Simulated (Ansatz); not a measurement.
Functionals compared on a constructed model of the (111) surface of fcc Al, a pseudomorphic layer of Sc in the host's stacking (bottom of the slab: a bare face, its two planes held), in Ansatz (plane waves, PAW). The structure was relaxed with PBE; the other rows are single points on it. Cutoff 420 eV (500 eV for r2SCAN).

Model: 7-atom slab, 14.2 Å thick at the start with caps and adatoms, 15x15x1 mesh, Fermi-Dirac 0.1 eV, dipole correction, 2 atoms held, the rest relaxed; held to the start's symmetry, so lower structures may exist; no spin, no spin-orbit, no U. In PBE it lies 0.03 eV a 1x1 cell over the lowest computed structure of the same composition (a pseudomorphic layer of Sc in the other hollow). These notes are the PBE run's.

```tsv
functional	work function of the top face (eV)	rough cost of the single point
PBE	3.90	–
r2SCAN	___	about 16 core-seconds (a rough figure)
```

Q: What belongs in the gaps?

A: 
- r2SCAN, work function of the top face (eV): 3.95

Ansatz is a quantum-chemistry and plane-wave program.
